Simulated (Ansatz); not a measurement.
The reference is CuAu (space group P4/mmm, No. 123; a = 2.813 Å, c = 3.593 Å; relaxed with 0.1 eV smearing).

The values are results of PBEsol (Ansatz, an electronic-structure program), without spin-orbit coupling, not measurements.

Strains are applied to the cell and any free atomic positions relax.

One change was made to it. Results:

```json
[
 {"quantity": "pressure (mean of the normal stresses, compression positive)", "base": "0.0 GPa", "after": "16.0 GPa"},
 {"quantity": "energy relative to the base (free energy F)", "base": "0 meV/atom", "after": "+48 meV/atom"},
 {"quantity": "band gap", "base": "zero", "after": "zero"}
]
```

**Question.** Which change produced these results?
(A) isotropic strain +1.00 %
(B) isotropic strain −1.50 %
(C) isotropic strain −2.50 %
(D) isotropic strain −3.00 %

**Answer.** C, isotropic strain −2.50 %. For comparison, the energy relative to the base in the other runs: isotropic strain −3.00 % gives +70 meV/atom; isotropic strain −1.50 % gives +16 meV/atom; isotropic strain +1.00 % gives +6.5 meV/atom.

Stability against distortions was not tested. The final runs are not spin-polarised.
